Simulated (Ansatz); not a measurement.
The parent structure is KCl in the rock salt structure (space group Fm-3m, No. 225; a = 6.2427 Å). Axes: x, y, z lie along the cube axes.

Modification: compressive biaxial strain of 1.25 % in the plane normal to [111], as in epitaxy on a mismatched substrate; the out-of-plane cell vector and the atoms relax.

Calculations: Ansatz (an electronic-structure program), PBEsol, PAW, cutoff 420 eV, no SOC.

Q: Give the band edges at the high-symmetry points of the new zone, measured from its valence-band maximum.

A: 
```csv
point,valence edge (eV),conduction edge (eV)
Γ,0.00,5.12
T,-0.34,7.50
H₂,-0.51,7.93
H₀,-0.51,7.93
L,-0.37,7.49
S₀,-0.36,7.17
S₂,-0.36,7.17
F,-0.23,6.34
```

The gap is 5.12 eV, direct at Γ.

Stability against distortions was not tested. Labels are those of the standard path for the cell's own space group.
